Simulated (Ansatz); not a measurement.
The cell is built on a prototype and need not be the phase stable at ambient conditions.

By r2SCAN, the system below comes out a metal.

The ballistic (Sharvin) conductance counts the channels at the Fermi level: G/A = (e²/h) × channels of both spins per area.

Here is the system:

```
GeSi
1.0
    3.60998     0.00000     0.00000
   -1.80499     3.12634     0.00000
    0.00000     0.00000     3.14306
Ge Si
1 1
Direct
  0.00000   0.00000   0.00000
  0.66667   0.33333   0.50000
```

Space group of this cell: P-6m2. The cell was relaxed by PBE-D3(BJ); by r2SCAN its mean pressure is 1.7 GPa.

The current flows along the normal of the first two printed cell vectors. No spin-orbit coupling; the value is a mean over 0.1 eV about the Fermi level.

Question: State the ballistic conductance per area according to Ansatz (an electronic-structure program) with r2SCAN.

Answer: 2.0 × 10¹⁵ S/m² for both spins.
